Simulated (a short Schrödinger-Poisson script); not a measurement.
Stack: MOS inversion layer, SiO2 on p-type Si(100), at 300 K.

From the gate side: 2.5 nm SiO2; 380 nm Si, acceptors 1.3e18 cm⁻³.

Constants are typed, rounded textbook-type inputs, not results; the design itself was drawn at random and stands for no fabricated device. SiO2: permittivity 3.9, conduction-band edge (eV) 3.15, gap (eV) 9, electron mass (mₑ) 0.5. Si: permittivity 11.7, conduction-band edge (eV) 0, gap (eV) 1.124, Nv at 300 K (cm⁻³) 3.1e19.

Channel valleys (confinement mass, in-plane density-of-states mass, number): Δ2 0.916, 0.19, 2; Δ4 0.19, 0.417, 4. At the gate the conduction-band edge of layer 1 lies 3.71 eV − eVg above the Fermi level of the channel; the field vanishes at the back. Gaps are held at their typed values at every temperature. Mesh 0.03 nm at interfaces.

Solved with a short Schrödinger-Poisson script written for these runs: 1D Poisson equation in equilibrium, electrons quantum, Hartree (BenDaniel-Duke, 12 states a valley, the channel's in-plane mass for all, wave functions ending at the dielectric), parabolic valleys, classical holes, full ionisation, no traps, pinning or gate leakage.

```csv
Vg (V),electrons (cm⁻²),C (μF/cm²),Δ2 E0 (meV from the Fermi level),Δ4 E0 (meV from the Fermi level)
1,1.06e10,0.305,158.8,242.9
1.1,1.30e11,0.579,93.4,180.0
1.2,5.27e11,0.892,55.8,145.0
1.3,1.10e12,1.02,35.1,127.0
1.4,1.73e12,1.08,21.3,115.8
1.5,2.40e12,1.11,10.8,107.9
1.6,3.10e12,1.13,2.1,101.7
1.7,3.80e12,1.15,-5.4,96.7
1.8,4.51e12,1.16,-12.1,92.3
1.9,5.24e12,1.17,-18.3,88.6
2,5.96e12,1.17,-24.0,85.2
2.1,6.69e12,1.18,-29.4,82.1
2.2,7.43e12,1.19,-34.6,79.3
2.3,8.17e12,1.19,-39.5,76.6
2.4,8.91e12,1.19,-44.3,74.1
2.5,9.65e12,1.20,-48.9,71.7
```

Gate voltages with under 1e9 electrons/cm² are left out.

Task: At Vg = 2.5 V the lowest Δ2 subband lies at -48.9 meV from the Fermi level. How many electrons does it hold, and what share of all?

Result: The two-dimensional density of states is g m/(πħ²) = 1.59e11 cm⁻² meV⁻¹ (both spins), kT = 25.9 meV, so n = D kT ln(1 + exp(−E/kT)) = 8.34e12 cm⁻², 0.86 of the 9.65e12 cm⁻² in all.

Task: Compare the slope of the sheet density between 2.3 and 2.5 V with the geometric capacitance of the layers between gate and channel.

Result: q Δn/ΔV = 1.19 μF/cm²; ε0/Σ(t/ε) = 1.38 μF/cm². The ratio is 0.86: the channel acts as a further capacitance in series.
